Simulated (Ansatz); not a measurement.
**MoS2: isotropic strain +2.40 %**

The parent structure is MoS₂ (space group P6_3/mmc, No. 194; a = 3.149 Å, c = 12.089 Å; layered, stacked along the Cartesian z axis).

Modification: an isotropic linear strain of +2.40 %; the atoms relax in the strained cell.

Calculations: DFT with PBE-D3(BJ), PAW potentials and a 420 eV plane-wave cutoff in Ansatz (a program for electronic structure), no spin-orbit coupling. Γ-centred 12×12×3 mesh, Fermi–Dirac width 0.05 eV.

```csv
quantity,base,changed,shift
volume per atom,17.31 Å³,18.58 Å³,+1.276 Å³
space group,P6_3/mmc (No. 194),P6_3/mmc (No. 194),–
shortest interatomic distance,2.400 Å,2.419 Å,+0.0198 Å
energy relative to the base (free energy F),0 meV/atom,+20 meV/atom,+20 meV/atom
"pressure (mean of the normal stresses, compression positive)",0.00 GPa,-4.63 GPa,-4.623 GPa
band gap,0.77 eV,0.72 eV,-0.05 eV
gap character,"indirect, Γ → K–Γ (44 % along)","indirect, Γ → K",–
smallest direct gap,1.70 eV,1.48 eV,-0.225 eV
width of the top valence band,1.69 eV,1.63 eV,-0.06 eV
hole mass,"1.0 mₑ along c, 0.61 mₑ across (at Γ)","1.1 mₑ along c, 0.61 mₑ across (at Γ)",–
"valence-band top at Γ (three highest levels, from the VBM)","0.00, -1.11, -1.29 eV","0.00, -1.00, -1.18 eV",–
largest internal atomic displacement,–,0.059 Å,–
```

Final structure:

```xyz
6
Lattice="3.2249 0.0000 0.0000 -1.6125 2.7929 0.0000 0.0000 0.0000 12.3796" Properties=species:S:1:pos:R:3 pbc="T T T"
Mo     1.6125     0.9310     9.2847
Mo     0.0000     1.8619     3.0949
S      1.6125     0.9310     4.6397
S      0.0000     1.8619    10.8295
S      0.0000     1.8619     7.7399
S      1.6125     0.9310     1.5501
```

Effective masses come from finite differences of ±0.01 Å⁻¹. Gaps are Kohn–Sham eigenvalue differences; semilocal functionals usually give less than the measured gap. Stability against distortions was not tested.
